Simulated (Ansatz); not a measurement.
An input for Ansatz (PBEsol) and the part of its output that reports the quasi-harmonic study. Lengths are of the primitive cell. The cell was generated from a structure type, relaxed within its symmetry, and need not be the phase found at ambient conditions. At this level the gap is small or closed, and a narrow smearing was used.

Ansatz 0.2 input:
```yaml
crystal:
  lattice:
    - [0.0, 2.4280796622, 2.4280796622]
    - [2.4280796622, 0.0, 2.4280796622]
    - [2.4280796622, 2.4280796622, 0.0]
  atoms:
    - { symbol: N, position: [0.0, 0.0, 0.0] }
    - { symbol: Y, position: [0.5, 0.5, 0.5] }
kpoints:
  mp_grid: { grid: [12, 12, 12] }
hamiltonian:
  xc: pbesol
  pseudopotentials: { kind: paw }
scf:
  occupations: { method: fermi_dirac, width: 0.03 }
phonons:
  method: dfpt
  qmesh: [6, 6, 6]
  temperatures: { t_max: 1000, t_step: 25 }
  thermal_expansion: {}
checkpoint:
  write: run
```

```
--- Thermal expansion: 10 cells in 3 rounds, 0 GPa ---
  no lower state was reached at cell 4
  without vibrations: a 3.43395, b 3.43395, c 3.43395 Å, V 28.6331 Å³, B 171.12 GPa
  at 0 K: a 3.44056, b 3.44056, c 3.44056 Å, V 28.7987 Å³, B 167.71 GPa
  zero-point expansion: a +0.192, b +0.192, c +0.192, V +0.578 %
      T/K        a/Å        b/Å        c/Å       V/Å³ | expansion of a, b, c, V (1e-6/K)   | that of V in the mean from 25 °C | C_P, C_V (J/mol K of the cell) | B_T, B_S (GPa)
     0.00    3.44056    3.44056    3.44056    28.7987 |    0.00    0.00    0.00    0.00 |   16.07 |     0.000     0.000 |   167.71   167.71
   100.00    3.44108    3.44108    3.44108    28.8118 |    4.16    4.16    4.16   12.47 |   21.91 |    18.078    18.033 |   166.87   167.28
   200.00    3.44320    3.44320    3.44320    28.8650 |    7.66    7.66    7.66   22.97 |   25.47 |    35.119    34.818 |   164.29   165.72
   298.15    3.44607    3.44607    3.44607    28.9374 |    9.17    9.17    9.17   27.50 |       - |    42.447    41.813 |   161.27   163.71
   375.00    3.44860    3.44860    3.44860    29.0010 |    9.86    9.86    9.86   29.57 |   28.63 |    45.413    44.504 |   158.73   161.97
   475.00    3.45212    3.45212    3.45212    29.0899 |   10.50   10.50   10.50   31.51 |   29.80 |    47.726    46.443 |   155.27   159.56
   575.00    3.45584    3.45584    3.45584    29.1841 |   11.03   11.03   11.03   33.10 |   30.79 |    49.219    47.540 |   151.63   156.99
   675.00    3.45974    3.45974    3.45974    29.2830 |   11.53   11.53   11.53   34.59 |   31.70 |    50.327    48.222 |   147.83   154.29
   775.00    3.46382    3.46382    3.46382    29.3867 |   12.03   12.03   12.03   36.08 |   32.56 |    51.250    48.682 |   143.86   151.45
   875.00    3.46808    3.46808    3.46808    29.4952 |   12.55   12.55   12.55   37.65 |   33.42 |    52.092    49.014 |   139.71   148.48
   975.00    3.47253    3.47253    3.47253    29.6089 |   13.12   13.12   13.12   39.35 |   34.29 |    52.915    49.272 |   135.36   145.37
  1000.00    3.47367    3.47367    3.47367    29.6382 |   13.27   13.27   13.27   39.80 |   34.51 |    53.123    49.328 |   134.24   144.57
  the static fit leaves 0.001 meV an atom of the energies and, of the stresses, 0.000 GPa of each cell's largest along a strain (root mean squares over the cells), whose Pulay part it has at -0.016 GPa
  vibrations' free energy: its fit passes through its cells
  the electrons' free energy at temperature is in it; its fit leaves 0.0001 meV an atom at the most
  free energies summed between the sampled wave vectors
  estimated error of the fitted expansion in any direction: up to 0.029e-6/K, at 1000 K, with few degrees of freedom (an estimate, not a bound: it was exceeded on models of known expansion)
  by sums over the sampled wave vectors an expansion of the volume parts by up to 0.21e-6/K
  by a static energy of one degree less an expansion of the volume parts by up to 0.03e-6/K
  the FFT grids of the static calculations differ: 25 × 25 × 25, 27 × 27 × 27
  band gaps on the cells' k-points are 0.019 to 0.192 eV
```

Warnings of the run: thermal_expansion_settings.

Cost: roughly 90 core-minutes.

No phase change or melting is allowed for: the numbers belong to this structure as given.

Ansatz is an electronic-structure program.
